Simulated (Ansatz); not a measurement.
**A computed series for AlN: response to strain**

Start from AlN in the wurtzite structure (space group P6_3mc, No. 186; a = 3.089 Å, c = 4.943 Å).

Strains are applied to the cell and any free atomic positions relax.

Calculations: LDA (Ansatz, a program for electronic structure; PAW; 420 eV plane waves; spin-orbit coupling left out).

Notes on the quantities. energy relative to the base: free energy F.

```tsv
isotropic strain (%)	energy relative to the base (meV/atom)
0	0.0
0.6	2.2
1.2	8.4
1.8	18.6
2.4	?
3	50.0
```

Task: Fit ΔE = Aε² + Bε³ (ε in %) to the rows shown and predict the withheld row.

Result: Least squares on the printed values gives A = 6.03 and B = -0.16 meV/atom (largest residual 0.1 meV/atom); this predicts 32.5 meV/atom, and the run gives 32.5 meV/atom, in agreement.

Stability against distortions was not tested.
